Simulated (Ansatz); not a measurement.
The reference is SnO$_{2}$ in the rutile structure (space group P4_2/mnm, No. 136; a = 4.7224 Å, c = 3.1903 Å). Axes: x, y, z lie along a, b, c of the conventional cell.

Method: LDA (Ansatz, a quantum-chemistry and plane-wave program), no spin-orbit coupling.

Strains are applied to the cell and any free atomic positions relax.

One change was made to it. Results:

| quantity | base | after |
|---|---|---|
| band gap | 1.16 eV | 1.25 eV |
| valence-band top at Γ (three highest levels, from the VBM) | 0.00, -0.80, -0.80 eV | 0.00, -0.82, -0.82 eV |
| shortest interatomic distance | 2.044 Å | 2.042 Å |

Question: Which change produced these results?
A) uniaxial strain ε_zz = −1.20 %
B) uniaxial strain ε_zz = −0.60 %
C) uniaxial strain ε_zz = −3.00 %

Answer: B, uniaxial strain ε_zz = −0.60 %. For comparison, the band gap in the other runs: uniaxial strain ε_zz = −3.00 % gives 1.58 eV; uniaxial strain ε_zz = −1.20 % gives 1.33 eV.

No phonon test of stability was made.
